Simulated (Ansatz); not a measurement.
The parent structure is InSb in the zinc blende structure (space group F-43m, No. 216; a = 6.519 Å).

Now apply this change: a hydrostatic pressure of 4.5 GPa.

Levels (all Ansatz, a program for electronic structure, PAW): PBEsol (420 eV, scalar-relativistic without spin-orbit coupling); r2SCAN (500 eV, no spin-orbit coupling); HSE06 (420 eV, spin-orbit coupling left out).

At the geometry relaxed with PBEsol, these levels gave the following band gaps, in shuffled order: (a) 0.66 eV, (b) 0.12 eV, (c) 0.95 eV.

**Question.** Match each gap to its level.

**Answer.** (a) r2SCAN; (b) PBEsol; (c) HSE06.

Single points use the geometry relaxed with PBEsol. Spin-orbit coupling, missing from the scalar runs, can matter with Sb. Load acts through the strain it causes; cell and atoms are relaxed under it. No phonon test of stability was made. Tetrahedral semiconductors of this kind turn to denser phases somewhere between about 1 and 50 GPa; those were not computed, so compressed cells here can lie past the real transition. The final runs are not spin-polarised. A zero or small gap of InSb can be the functional's error rather than a property of the material.
